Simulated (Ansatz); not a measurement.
Consider Al$_{2}$O$_{3}$ in the corundum structure (space group R-3c, No. 167; a = 4.808 Å, c = 13.122 Å (hexagonal axes)). Axes: x lies along a and z along c of the hexagonal cell.

Structures relaxed with Kohn–Sham DFT with the PBE functional, run in Ansatz (an electronic-structure program) with PAW and 420 eV plane waves, spin-orbit coupling left out, earlier PAW set.

Base:

Simulated powder pattern, Co Kα, λ = 1.79026 Å (kinematic, ideal powder, no thermal factors, no anomalous dispersion; the 8 strongest lines at most, above 2 %, up to 2θ = 90°):

```json
[
 {"2θ (°)": "29.50", "I/Imax (%)": "62", "hkl": "(012)"},
 {"2θ (°)": "40.65", "I/Imax (%)": "95", "hkl": "(104)"},
 {"2θ (°)": "43.72", "I/Imax (%)": "43", "hkl": "(110)"},
 {"2θ (°)": "50.29", "I/Imax (%)": "99", "hkl": "(113)"},
 {"2θ (°)": "61.23", "I/Imax (%)": "49", "hkl": "(024)"},
 {"2θ (°)": "67.19", "I/Imax (%)": "100", "hkl": "(116)"},
 {"2θ (°)": "78.23", "I/Imax (%)": "41", "hkl": "(214)"},
 {"2θ (°)": "80.32", "I/Imax (%)": "65", "hkl": "(300)"}
]
```

Perturbation: tensile biaxial strain of 1.36 % in the plane normal to [001], as in epitaxy on a mismatched substrate; the out-of-plane cell vector and the atoms relax.

After the change:

Simulated powder pattern, Co Kα, λ = 1.79026 Å (kinematic, ideal powder, no thermal factors, no anomalous dispersion; the 8 strongest lines at most, above 2 %, up to 2θ = 90°):

```csv
2θ (°),d (Å),I/Imax (%),hkl
29.27,3.543,60,(012)
40.60,2.580,95,(104)
43.11,2.437,44,(110)
49.81,2.125,100,(113)
60.70,1.771,51,(024)
67.00,1.622,96,(116)
77.32,1.433,43,(214)
79.03,1.407,66,(300)
```

The indices refer to the base's conventional cell; one index is shown for lines that coincide.

Stability against distortions was not tested.
